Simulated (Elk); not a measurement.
Band structure of AgAu₃ (Pm-3m, 4 atoms in the cell).

```
CELL_PARAMETERS angstrom
      4.12163     0.00000     0.00000
      0.00000     4.12163     0.00000
      0.00000     0.00000     4.12163
ATOMIC_POSITIONS crystal
  Ag 0.50000 0.50000 0.50000
  Au 0.50000 0.00000 0.00000
  Au 0.00000 0.50000 0.00000
  Au 0.00000 0.00000 0.50000
```

Level of theory: LDA (PW92), all-electron FP-LAPW, Elk's shipped species files, LAPW+lo basis run with Elk 10.2.4.

Settings: xctype = 3; rgkmax = 8; stype = 3; swidth = 0.00367493 Ha; ngridk = 6 6 6; gmaxvr = 16 1/bohr; nxoapwlo = 1; rmtscf = 0.92.

The starting cell comes from a database of computed structures (which also holds hypothetical and non-ambient phases and stackings), without a prior relaxation at this level. Spin-orbit coupling is off. Values depend on the basis (sphere radii, cutoffs, local orbitals), which need not be converged.

Levels in eV from the Fermi level, bands 53 to 60:
| point | 53 | 54 | 55 | 56 | 57 | 58 | 59 | 60 |
|---|---|---|---|---|---|---|---|---|
| Γ | -1.57 | -1.57 | -1.57 | 1.22 | 1.22 | 1.22 | 5.27 | 5.27 |
| X | -2.85 | -2.48 | -2.08 | -1.57 | 4.59 | 5.54 | 5.91 | 5.91 |
| M | -3.05 | -3.00 | -0.93 | -0.23 | -0.23 | -0.02 | 8.31 | 8.52 |
| R | -1.88 | -1.88 | -0.79 | -0.66 | -0.66 | -0.66 | 2.62 | 2.62 |

Bands cross the Fermi level along this path, so the cell is metallic at this level.
